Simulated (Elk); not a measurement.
Elk run on NbIr (P4/mmm, 2 atoms in the cell): self-consistent single point.

Level of theory: LDA (PW92), all-electron FP-LAPW, Elk's shipped species files, LAPW+lo basis run with Elk.

The change in words: lattice scaled by 0.98. Reference geometry:
```
CELL_PARAMETERS angstrom
      2.87823     0.00000     0.00000
      0.00000     2.87823     0.00000
      0.00000     0.00000     3.87415
ATOMIC_POSITIONS crystal
  Nb 0.50000 0.50000 0.50000
  Ir 0.00000 0.00000 0.00000
```

Reference input (self-consistent single point, DFT, LDA (PW92), all-electron FP-LAPW, Elk's shipped species files, LAPW+lo basis): rgkmax = 7.5; swidth = 0.00367493 Ha; ngridk = 9 9 7; gmaxvr = 14 1/bohr; nxoapwlo = 1; rmtscf = 0.91; maxscl = 100. This run's input differs from it in these lines:

```diff
@@ -22,5 +22,5 @@
 avec
-    5.4390664237    0.0000000000    0.0000000000
-    0.0000000000    5.4390664237    0.0000000000
-    0.0000000000    0.0000000000    7.3210824657
+    5.3302843393    0.0000000000    0.0000000000
+    0.0000000000    5.3302843393    0.0000000000
+    0.0000000000    0.0000000000    7.1746608164
```

Output (repeated stretches shortened):

```
│ Self-consistent loop started │
│ Loop number : 1 │
 total energy                :     -21680.9049095
│ Loop number : 2 │
 total energy                :     -21680.3720780
RMS change in Kohn-Sham potential (target) :   0.2055065365     (  0.1000000000E-05)
Absolute change in total energy (target)   :   0.5328314855     (  0.1000000000E-03)
│ Loop number : 3 │
 total energy                :     -21679.0088788
RMS change in Kohn-Sham potential (target) :   0.1527881816     (  0.1000000000E-05)
Absolute change in total energy (target)   :    1.496407100     (  0.1000000000E-03)
│ Loop number : 4 │
   [... lines left out ...]
Absolute change in total energy (target)   :   0.8263746349E-03 (  0.1000000000E-03)
│ Loop number : 16 │
 total energy                :     -21664.5557950
RMS change in Kohn-Sham potential (target) :   0.2374148843E-06 (  0.1000000000E-05)
Absolute change in total energy (target)   :   0.1831589980E-03 (  0.1000000000E-03)
│ Loop number : 17 │
 total energy                :     -21664.5558059
RMS change in Kohn-Sham potential (target) :   0.5830768744E-07 (  0.1000000000E-05)
Absolute change in total energy (target)   :   0.3481946624E-04 (  0.1000000000E-03)
Convergence targets achieved

│ Loop number : 18 │

Energies :
 Fermi                       :     0.509344698697
 total energy                :     -21664.5558071

Density of states at Fermi energy :    47.95033509
 (states/Hartree/unit cell)

Estimated indirect band gap :   0.1065351104E-02
 from k-point     37 to k-point     23
Estimated direct band gap   :   0.1342501745E-01
 at k-point     54

Charges :
 core                        :    76.00000000
 valence                     :    42.00000000
 interstitial                :    3.440654547
 muffin-tins (core leakage)
  species :    1 (Nb)
   atom    1                 :    38.69823800     (  0.5537805649E-05)
  species :    2 (Ir)
   atom    1                 :    75.86110745     (  0.8995754735E-03)
 total in muffin-tins        :    114.5593455
 total calculated charge     :    118.0006860
 total charge                :    118.0000000
 error                       :   0.6860120723E-03

│ Self-consistent loop stopped │
```

The run converged in 18 iterations. The count includes the last loop, which Elk runs after its targets are met. Against the reference run the free energy drops by 32.5 meV/atom.

The starting cell comes from a database of computed structures (which also holds hypothetical and non-ambient phases and stackings), without a prior relaxation at this level. For this run, on top of that: lattice scaled by 0.98. Spin-orbit coupling is off. Spin polarisation is off. Values depend on the basis (sphere radii, cutoffs, local orbitals), which need not be converged. The log's line on a gap gives a spacing of levels on this mesh, which the program prints for metals too.
